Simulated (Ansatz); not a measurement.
Amorphous Al12Ta10O43, 65 atoms at 5.63 g/cm³, one PBE-relaxed geometry, zone centre. Methods: PBE, scalar-relativistic without spin-orbit coupling (Ansatz, a quantum-chemistry and plane-wave program); r2SCAN, scalar-relativistic without spin-orbit coupling (Ansatz); HSE06, scalar-relativistic without spin-orbit coupling (Ansatz). Plane waves to 420 eV (r2SCAN 500 eV); exact exchange is cut at the cell's faces. At PBE the levels at both edges of the gap are localised (band-tail or defect states). All rungs ran without spin polarisation.

A CHGNet melt-quench gave the starting glass, which DFT then relaxed. O atoms were pushed apart under 1.9 Å during the dynamics, to hinder bonds among them. The hot cell started wider than the set density and was brought back towards it in steps. It is the lowest in DFT energy of 2 quenches. It is a model cell: composition and starting density were chosen by hand, and all elements were melted together. No dispersion term was used. Its density started from a set value of 5.90 and ended at 5.63 g/cm³. Cooling (nominally 240 K/ps over its main leg) ran many orders faster than in experiment, which tends to leave more defects and strain. A cell of this size samples the disorder only roughly. Volume and shape were free in the relaxation.

The relaxation ran on the zone centre alone. At PBE the gap between localised states is 3.50 eV on a 2×2×2 Γ-centred mesh, and the spacing at the zone centre alone 3.61 eV.

What zone-centre spacing does r2SCAN give, roughly?

4.02 eV (+0.41 eV against PBE).

What zone-centre spacing does HSE06 give, roughly?

5.16 eV (+1.55 eV against PBE).

The highest filled and the lowest empty state spread over these numbers of atoms (participation numbers): PBE: 10.5 and 5.3; r2SCAN: 10.9 and 4.9; HSE06: 11.6 and 5.1.
